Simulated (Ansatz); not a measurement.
**MoS2 (P-6m2, No. 187, 9 atoms in the cell; start mp-1025874; a measured phase of this formula has another space group)**

Computed with LDA (plane waves, PAW; Ansatz, a quantum-chemistry and plane-wave program).

Settings: plane-wave cutoff 520 eV, 12×12×2 k mesh (along the axes of the cell as run), Fermi–Dirac smearing 0.01 eV, no spin polarisation, scalar-relativistic PAW data made under PBE.

Cell (relaxed with PBE-D3(BJ)):

```
CELL_PARAMETERS angstrom
      3.14932     0.00000     0.00000
     -1.57466     2.72739     0.00000
      0.00000     0.00000    18.73289
ATOMIC_POSITIONS crystal
  Mo 0.66667 0.33333 0.00000
  Mo 0.33333 0.66667 0.67723
  Mo 0.33333 0.66667 0.32277
  S  0.33333 0.66667 0.08359
  S  0.33333 0.66667 0.91641
  S  0.66667 0.33333 0.76085
  S  0.66667 0.33333 0.23915
  S  0.66667 0.33333 0.40638
  S  0.66667 0.33333 0.59362
```

```yaml
band_gap: 0.80 eV
smallest_direct_gap_on_the_k_points_sampled: 1.71 eV
direct gap at Γ: 2.18 eV
```

Note: cell and atoms aren't relaxed at this level (largest force component 0.47 eV/Å, pressure -3.8 GPa).

Spin–orbit coupling is not included.

The computed numbers hold no vibrational or temperature effects.

A start named mp-… is a Materials Project structure, which need not be a measured phase.
